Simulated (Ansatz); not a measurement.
Base system: Si in the diamond structure (space group Fd-3m, No. 227; a = 5.434 Å). Axes: x, y, z lie along the cube axes.

The change: compressive biaxial strain of 1.38 % in the plane normal to [001], as in epitaxy on a mismatched substrate; the out-of-plane cell vector and the atoms relax.

Levels (all Ansatz, an electronic-structure program, PAW, earlier PAW set): PBEsol (420 eV, no spin-orbit coupling); r2SCAN (500 eV, no spin-orbit coupling); HSE06 (420 eV, scalar-relativistic without spin-orbit coupling); PBEsol+SOC (420 eV, noncollinear with spin-orbit coupling); HSE06+SOC (420 eV, spin-orbit coupling included).

One geometry, relaxed with PBEsol, under each level:

The valence-band top lists the three highest levels at Γ (Kramers pairs under SOC), from the VBM.

```csv
level,band gap,lowest conduction level above the VBM at special points,valence-band top at Γ,electron mass,pressure
PBEsol,0.30 eV,X 0.44 eV; M 0.64 eV; S₀ 1.20 eV; S 1.20 eV,"0.00, 0.00, -0.18 eV","0.92 mₑ along k, 0.19 mₑ across (off the special points)",1.62 GPa
r2SCAN,…,…,–,…,…
HSE06,0.96 eV,X 1.11 eV; M 1.32 eV; S₀ 1.92 eV; Γ 3.23 eV,–,–,–
PBEsol+SOC,0.29 eV,X 0.42 eV; M 0.62 eV; S₀ 1.19 eV; S 1.19 eV,"0.00, -0.03, -0.20 eV","0.92 mₑ along k, 0.19 mₑ across (off the special points)",1.62 GPa
HSE06+SOC,0.94 eV,X 1.09 eV; M 1.30 eV; S₀ 1.90 eV; Γ 3.20 eV,"0.00, -0.03, -0.21 eV",–,–
```

Give the withheld r2SCAN results.


- r2SCAN, band gap: 0.59 eV
- r2SCAN, lowest conduction level above the VBM at special points: X 0.74 eV; M 0.95 eV; S₀ 1.54 eV; S 1.54 eV
- r2SCAN, electron mass: 0.90 mₑ along k, 0.19 mₑ across (off the special points)
- r2SCAN, pressure: 2.29 GPa

Single points use the geometry relaxed with PBEsol. Their cutoffs differ, which shifts pressures a little. HSE06 gaps are upper bounds (no full band path). Differences between runs with and without spin-orbit coupling are approximate. Masses are band curvatures over ±0.01 Å⁻¹ around the edge. Along k means along the line from Γ to the band edge. Whether these cells are dynamically stable was not tested. The zero or small gap of Si under biaxial strain −1.38 %, plane normal [001], relaxed out of plane can change with the level of theory. Labels are those of the standard path for the cell's own space group.
